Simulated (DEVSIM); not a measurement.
## abrupt InP n-p junction

System: abrupt InP n-p junction, at 300 K.

| layer (left to right) | material | thickness (μm) | Nd (cm⁻³) | Na (cm⁻³) | τn (s) | τp (s) |
|---|---|---|---|---|---|---|
| 1 | InP | 1.40 | 1.1e15 | - | 2e-9 | 2e-9 |
| 2 | InP | 120 | - | 1e16 | 2e-9 | 2e-9 |

Left contact: ohmic. Right contact: ohmic. Voltage is applied to the left contact. Recombination: SRH at mid-gap, radiative. Mobility is constant in doping.

Constants are typed, rounded textbook-type inputs, not results; the design itself was drawn at random and stands for no fabricated device. Values at 300 K.

```tsv
parameter	InP
gap (eV)	1.344
affinity (eV)	4.38
permittivity	12.5
Nc (cm⁻³)	5.7e17
Nv (cm⁻³)	1.1e19
μn (cm²/Vs)	5200
μp (cm²/Vs)	170
B (cm³/s)	1.2e-10
```

Model (solved in DEVSIM): 1D drift-diffusion, Boltzmann statistics, complete ionisation; no tunnelling, impact ionisation, image-force lowering or self-heating.

| Quantity | Result |
|---|---|
| Potential step across the device at zero bias | 1.001 V |
| Largest field in the device at zero bias | 17000 V/cm |
| Dark forward voltage at 1 A/cm² | 0.914 V |

Dark forward current:

(V (V), J (A/cm²)): (-0.05, -6.6e-9); (-0.10, -2.3e-8); (-0.20, -1.9e-7); (-0.25, -5.2e-7); (-0.30, -1.4e-6); (-0.35, -4.0e-6); (-0.45, -3.1e-5); (-0.50, -8.6e-5); (-0.55, -0.00025); (-0.65, -0.0022); (-0.70, -0.0073); (-0.75, -0.026); (-0.85, -0.34); (-0.90, -0.84); (-0.95, -1.6); (-1.00, -2.4); (-1.10, -4.3); (-1.15, -5.4); (-1.20, -6.4); (-1.30, -8.6); (-1.35, -9.7); (-1.40, -11); (-1.50, -13); (-1.55, -14); (-1.60, -15); (-1.65, -16); (-1.75, -19); (-1.80, -20)
